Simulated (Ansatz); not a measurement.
**Bulk modulus of Ni3Ge (Pm-3m, No. 221, 4 atoms in the cell; start mp-21008) at several levels of theory**

No measured value is used here.

| level (code) | value (GPa) | cell (Å³/atom) |
|---|---|---|
| LDA (Ansatz) | 238 | 10.62 |
| PBEsol (Ansatz) | 219 | 10.95 |
| r²SCAN (Ansatz) | … | 11.03 |

Task: Complete the blanks.

Result: 
- r²SCAN (Ansatz, an electronic-structure program), value (GPa): 216

The crystal itself was run without spin with LDA, PBEsol, r²SCAN; a magnetic state was not tried in these runs. LDA, PBEsol, r²SCAN: the bulk modulus is −V dP/dV from two relaxed cells at ±2 % in volume. LDA, PBEsol, r²SCAN: the relaxation could not lower the start's symmetry, so the cell can be a saddle point above a distorted one. Each level is taken at its own relaxed cell. Cutoffs differ between the levels. Ansatz's density-functional and Hartree–Fock values are scalar-relativistic unless marked +SOC, with PAW data made under PBE.

A start named mp-… is a Materials Project structure, which need not be a measured phase.
